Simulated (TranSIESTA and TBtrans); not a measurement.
System: Cu chain with one H atom inserted. Leads: straight Cu chain, spacing 2.3 Å. Geometry: 3 atoms about the centre moved by SIESTA (PBE, DZP) to a largest force of 0.03 eV/Å, all others as built, motion along the axis alone. Transport runs along z; the first 6 and the last 6 of the 21 atoms are the lead cells, repeated to infinity.

```xyz
21
Lattice="9.000 0.000 0.000 0.000 9.000 0.000 0.000 0.000 46.800" Properties=species:S:1:pos:R:3 pbc="F F T"
Cu     4.500     4.500     0.000
Cu     4.500     4.500     2.300
Cu     4.500     4.500     4.600
Cu     4.500     4.500     6.900
Cu     4.500     4.500     9.200
Cu     4.500     4.500    11.500
Cu     4.500     4.500    13.800
Cu     4.500     4.500    16.100
Cu     4.500     4.500    18.400
Cu     4.500     4.500    20.703
H      4.500     4.500    22.250
Cu     4.500     4.500    23.803
Cu     4.500     4.500    26.100
Cu     4.500     4.500    28.400
Cu     4.500     4.500    30.700
Cu     4.500     4.500    33.000
Cu     4.500     4.500    35.300
Cu     4.500     4.500    37.600
Cu     4.500     4.500    39.900
Cu     4.500     4.500    42.200
Cu     4.500     4.500    44.500
```

Run with TranSIESTA and TBtrans (open boundaries, self-consistent; PseudoDojo norm-conserving potentials, scalar-relativistic): PAO.BasisSize DZP, PAO.EnergyShift 0.15 eV, XC.Authors PBE, Mesh.Cutoff 200 Ry, ElectronicTemperature 300 K, TS.Voltage 0.0 eV, TBT.Elecs.Eta 0.001 eV, no spin polarisation.

Energies count from the leads' Fermi level. Transmissions are for one spin of a degenerate pair. The energy step is 0.01 eV; narrower resonances are cut or missed.

```tsv
E (eV)	T
-0.20	1.40
-0.15	1.34
-0.10	1.32
-0.05	1.19
0.00	0.731
0.05	0.657
0.10	0.603
0.15	0.562
0.20	0.531
```

Q: Give the zero-bias conductance in μS and the resistance at 300 K.

A: At the Fermi level T = 0.731. Averaged with −∂f/∂E over the full grid (kT = 25.9 meV) it is 0.851, well away from the value at one energy, as T changes fast within a few kT. With G0 = 2e²/h = 77.48 μS, G = 65.9 μS and R = 1/G = 15.2 kΩ.

Q: Estimate the thermopower by Mott's formula S = −(π²/3)(kB²T/e) d ln T/dE from the rows at -0.05 and 0.05 eV.

A: d ln T/dE = -5.94 eV⁻¹ and (π²/3) kB²T/e = 7.33 μV/K · eV, so S = 44 μV/K; the full integral gives 37 μV/K. A positive sign means that T falls with energy over the thermal window.

The leads' channel count changes near -0.01 eV, within the thermal window, so values at the Fermi level hang on where that band edge falls. The straight chain is held at its spacing; free chains may zigzag or dimerise. No spin-polarised start was tried, so a magnetic state, if there is one, is missed.
